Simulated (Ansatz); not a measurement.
L1₀ (CuAu-type) CuAu, treated with HSE06-D3(BJ) (Ansatz, a first-principles code, PAW).

The input as run:

Ansatz 0.2 input:
```yaml
crystal:
  lattice:
    - [2.8480179513, 0.0, 0.0]
    - [0.0, 2.8480179513, 0.0]
    - [0.0, 0.0, 3.4455182672]
  atoms:
    - { symbol: Cu, position: [0.0, 0.0, 0.0] }
    - { symbol: Au, position: [0.5, 0.5, 0.5] }
basis:
  ecutwfc: 460
  ecutrho_ratio: 4
  xc_grid: 2
kpoints:
  mp_grid: { grid: [10, 10, 8] }
hamiltonian:
  xc: hse06
  dispersion: d3bj
  pseudopotentials: { kind: paw }
scf:
  occupations: { method: fermi_dirac, width: 0.05 }
  convergence: { dr2_threshold: 0.0000000002 }
output:
  forces: true
  stress: true
  eigenvalues: true
```

Excerpt of the program's output:

```
WARN output.stress: scf.exx.energy_threshold = 1e-6 eV is looser than the 2e-8 eV advised for a stress under a hybrid functional (1e-8 eV for each atom of the …
Crystal: 2 atoms, lattice volume = 27.947 Å³
Basis set: ecut = 460 eV, 601 PW (Γ), exchange–correlation on 40×40×50 points (8 copies of the dense FFT grid, shifted against one another)
Bands: 23, of which v1, the nominal top of the filled ones, is band 19 counted from 1 (18 counted from 0)
Symmetry: 16 space group operations
Space group: P4/mmm (ITA 123), of the structure as read, at distance tolerance 3.0e-5 Å
k-points: 105 of 800
SCF iter   1: F=—  HF=-19776.159091 eV  |F-HF|=—  |Δ(HF+E_count)|=         —  Δρ=3.49e-3  dr2=1.95e-3
SCF iter   2: F=—  HF=-19776.158821 eV  |F-HF|=—  |Δ(HF+E_count)|=   2.71e-4  Δρ=1.50e-3  dr2=3.16e-4
  ...
SCF 1 converged in 9 iterations: F = -19776.158789 eV  dr2 = 1.05e-10
Crystal: 2 atoms, lattice volume = 27.947 Å³
Initial density: handed on by an earlier stage of this run
Crystal: 2 atoms, lattice volume = 27.947 Å³
SCF iter   5: F=—  HF=-19778.188370 eV  |F-HF|=—  |Δ(HF+E_count)|=   8.16e-9  Δρ=4.75e-6  dr2=3.78e-9
SCF iter   6: F=-19778.188370 eV  HF=-19778.188370 eV  |F-HF|=1.82e-11  |Δ(HF+E_count)|=   1.01e-9  Δρ=3.89e-7  dr2=5.14e-11
SCF 3 converged in 6 iterations: F = -19778.188370 eV  dr2 = 5.14e-11
Free energy (F): -19778.188370 eV
Internal energy: -19778.185917 eV  (E = F + TS)
E sigma→0 (E₀):  -19778.187143 eV
Fermi energy:    19.538624 eV
--- Forces (eV/Å), atoms counted from 1 ---
  atom   1  Cu    -0.00000000     0.00000000     0.00000000
  atom   2  Au     0.00000000     0.00000000     0.00000000
--- Stress (GPa, compression-positive) ---
       -0.048848       0.000000       0.000000
        0.000000      -0.048848       0.000000
        0.000000       0.000000       0.007863
  P = ⅓ Tr σ = -0.0299 GPa (-0.299 kbar)
```

The PAW data were made under PBE.

Note: the run has no spin polarisation, so it can have missed a magnetic state. Note: the run warned that the count of filled bands differs between k points.
